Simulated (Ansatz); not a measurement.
The reference is C in the diamond structure (space group Fd-3m, No. 227).

```
C
1.0
    0.00000     1.76587     1.76587
    1.76587     0.00000     1.76587
    1.76587     1.76587     0.00000
C
2
Direct
  0.00000   0.00000   0.00000
  0.25000   0.25000   0.25000
```

Cartesian axes are those of the cell as printed.

Computed with Ansatz (a quantum-chemistry and plane-wave program), LDA, PAW, cutoff 420 eV, no spin-orbit coupling.

Before the change:

- Band gap: 4.17 eV
- Valence-band top at Γ: 0.00, 0.00, 0.00 eV
- Smallest direct gap: 5.62 eV

The change: uniaxial strain ε_zz = −1.50 %, all other strain components held at zero, atoms relaxed at fixed cell.

Problem. How does this affect the hole mass, energy relative to the base, band gap, valence-band top at Γ and smallest direct gap?

Solution. The hole mass amounts to 0.57 mₑ along z, 0.28 mₑ across (at Γ); the energy increases by 4.4 meV/atom; the band gap falls by 0.36 eV, from 4.17 eV to 3.81 eV; the valence-band top at Γ (three highest levels, from the VBM) goes from 0.00, 0.00, 0.00 eV to 0.00, -0.23, -0.23 eV; the smallest direct gap shrinks by 0.23 eV to 5.39 eV.

Masses are band curvatures over ±0.01 Å⁻¹ around the edge. Whether these cells are dynamically stable was not tested.
